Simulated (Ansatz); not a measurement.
Base system: TiS2 in the CdI2 type structure (space group P-3m1, No. 164; a = 3.3606 Å, c = 5.5224 Å; layered, stacked along the Cartesian z axis).

All numbers come from Kohn–Sham DFT with the PBE-D3(BJ) functional, run in Ansatz (an electronic-structure program) with PAW and 420 eV plane waves, no spin-orbit coupling.

Base values:

* **c/a ratio**: 1.643
* **Volume per atom**: 18.00 Å³

Modification: full substitution S → Te, then cell and atoms are relaxed.

Tabulated Pauling electronegativity and covalent radius: S 2.58, 1.05 Å; Te 2.10, 1.38 Å.

Problem. What happens to the c/a ratio and volume per atom?

Solution. The c/a ratio goes up by 0.0834, from 1.643 to 1.727; the volume per atom rises by 7.19 Å³ (18.00 Å³ → 25.19 Å³).

No phonon test of stability was made. The final runs are not spin-polarised.
